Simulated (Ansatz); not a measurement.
Partial pair distribution functions of a relaxed model of amorphous Si₂₄O₄₈Ag₂, broadened by 0.06 Å; density 2.45 g/cm³. Level of theory: PBE, scalar-relativistic without spin-orbit coupling (plane waves to 420 eV, PAW; Ansatz, a first-principles code).

Preparation: random packing, a CHGNet melt and quench, and a DFT relaxation. O atoms were pushed apart under 1.9 Å during the dynamics, to hinder bonds among them. The hot cell started wider than the set density and was brought back towards it in steps. It is the lowest in DFT energy of 2 quenches. It is a model cell: composition and starting density were chosen by hand, and all elements were melted together. No dispersion term was used. Its density started from a set value of 2.45 and ended at 2.45 g/cm³. The quench (nominally 480 K/ps over its main leg) was far faster than any real one, so the model tends to hold more defects than a real film. One small periodic cell is one sample of the glass; other quenches scatter about these values. The volume was held where the preparation left it, at a PBE pressure of -0.7 GPa (tension). Stress components on the final sampling reach 2.5 GPa. On a 2×2×2 Γ-centred mesh force components of up to 0.18 eV/Å stay, since the relaxation ran on the zone centre alone.

```tsv
r (Å)	g Si-O	g O-Ag	g Si-Si	g O-O
1.35	0.00	0.00	0.00	0.00
1.45	0.25	0.00	0.00	0.00
1.55	6.88	0.00	0.00	0.00
1.65	16.06	0.00	0.00	0.00
1.75	3.53	0.00	0.00	0.00
1.85	0.61	0.00	0.00	0.00
1.95	0.18	0.01	0.00	0.00
2.05	0.02	0.35	0.00	0.00
2.15	0.00	1.36	0.00	0.00
2.25	0.00	0.90	0.00	0.01
2.35	0.00	1.69	0.00	0.10
2.45	0.00	1.41	0.00	0.62
2.55	0.00	1.93	0.00	3.22
2.65	0.01	0.54	0.13	6.27
2.75	0.12	0.12	0.39	3.92
2.85	0.17	0.72	1.54	1.46
2.95	0.14	0.37	3.81	0.45
3.05	0.22	0.93	4.34	0.42
3.15	0.48	1.26	3.92	0.57
3.25	0.87	1.38	1.78	0.52
3.35	1.02	1.29	0.30	0.53
3.45	0.89	0.61	0.08	0.49
3.55	0.97	0.90	0.15	0.41
3.65	1.25	0.93	0.26	0.47
3.75	1.37	1.80	0.23	0.51
3.85	1.24	1.63	0.25	0.51
3.95	1.26	1.28	0.23	0.74
4.05	1.71	0.42	0.29	0.77
4.15	2.26	0.46	0.46	0.61
4.25	1.85	1.41	0.38	0.85
4.35	1.19	1.16	0.84	0.92
4.45	0.87	1.03	0.92	0.89
4.55	0.62	0.92	0.80	0.96
4.65	0.44	1.71	0.75	0.97
4.75	0.54	2.17	1.02	1.07
4.85	0.79	1.15	1.40	1.49
4.95	0.76	0.93	1.47	1.75
5.05	0.69	1.48	1.32	1.53
5.15	0.74	1.56	1.40	1.47
```

Within 2.06 Å each Si has 4.00 O neighbours on average.
